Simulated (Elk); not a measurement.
A self-consistent single point of Ba (Im-3m, 1 atom in the cell) with Elk.

Method: PBE, spin-orbit coupling in second variation, all-electron FP-LAPW, Elk's shipped species files, APW+lo basis with extra local orbitals run with Elk.

```yaml
crystal:
  lattice:
    - [-2.51502, 2.51502, 2.51502]
    - [2.51502, -2.51502, 2.51502]
    - [2.51502, 2.51502, -2.51502]
  atoms:
    - { symbol: Ba, position: [0.00000, 0.00000, 0.00000] }
```

Reference input (self-consistent single point, DFT, PBE, all-electron FP-LAPW, Elk's shipped species files, APW+lo basis with extra local orbitals): xctype = 20; rgkmax = 8; stype = 0; swidth = 0.00367493 Ha; ngridk = 12 12 12; gmaxvr = 16 1/bohr; nxlo = 2; lorbcnd = true; lmaxi = 3; maxscl = 100. This run's input differs from it in these lines:

```diff
@@ -5,2 +5,5 @@
   20
+
+spinorb
+  .true.
 
@@ -20,2 +23,5 @@
   3
+
+nempty
+  10
```

Output (repeated stretches shortened):

```
│ Self-consistent loop started │
│ Loop number : 1 │
 total energy                :     -8142.81701988
 total moment                :   0.4998537939E-27  0.3042875055E-23 -0.1460361797E-22
│ Loop number : 2 │
 total energy                :     -8142.79990852
 total moment                :   0.2333981547E-26  0.4692047903E-23 -0.7977394220E-23
RMS change in Kohn-Sham potential (target) :   0.5602268344E-01 (  0.1000000000E-05)
Absolute change in total energy (target)   :   0.1711135863E-01 (  0.1000000000E-03)
│ Loop number : 3 │
 total energy                :     -8142.22934109
   [... lines left out ...]
 total energy                :     -8139.44922569
 total moment                :  -0.1498234466E-23  0.4278670163E-24 -0.2111985154E-22
RMS change in Kohn-Sham potential (target) :   0.5259947677E-07 (  0.1000000000E-05)
Absolute change in total energy (target)   :   0.1092968287E-03 (  0.1000000000E-03)
│ Loop number : 14 │
 total energy                :     -8139.44922544
 total moment                :   0.1353242747E-23 -0.4298609481E-23 -0.3816810888E-23
RMS change in Kohn-Sham potential (target) :   0.2158772000E-07 (  0.1000000000E-05)
Absolute change in total energy (target)   :   0.2757821767E-04 (  0.1000000000E-03)
Convergence targets achieved

│ Loop number : 15 │

Energies :
 Fermi                       :     0.164859080993
 xc effective B-field        :    -0.172808047995E-10
 external B-field            :      0.00000000000
 total energy                :     -8139.44922464
 (external B-field energy excluded from total)

Density of states at Fermi energy :    35.62819634
 (states/Hartree/unit cell)

Estimated indirect band gap :   0.1427164721E-02
 from k-point     64 to k-point     57
Estimated direct band gap   :   0.9102259930E-02
 at k-point     56

Charges :
 core                        :    36.00000000
 valence                     :    20.00000000
 interstitial                :    2.368225084
 muffin-tins (core leakage)
  species :    1 (Ba)
   atom    1                 :    53.63177492     (  0.5277471232E-05)
   [... lines left out ...]

Moments :
 interstitial                :   0.2000311622E-23 -0.4782404450E-24 -0.1162639678E-24
 muffin-tins
  species :    1 (Ba)
   atom    1                 :    0.000000000      0.3439999163E-24 -0.3297267738E-23
 total in muffin-tins        :    0.000000000      0.3439999163E-24 -0.3297267738E-23
 total moment                :   0.2000311622E-23 -0.1342405287E-24 -0.3413531705E-23

│ Self-consistent loop stopped │
```

The run converged in 15 iterations. The count includes the last loop, which Elk runs after its targets are met. 

The starting cell has typed, rounded lattice constants, without a prior relaxation at this level. Its lattice was rescaled by a random factor within 2.5 % of one. Values depend on the basis (sphere radii, cutoffs, local orbitals), which need not be converged. The log's line on a gap gives a spacing of levels on this mesh, which the program prints for metals too.

Cost on one core of a shared machine: roughly 50 s.
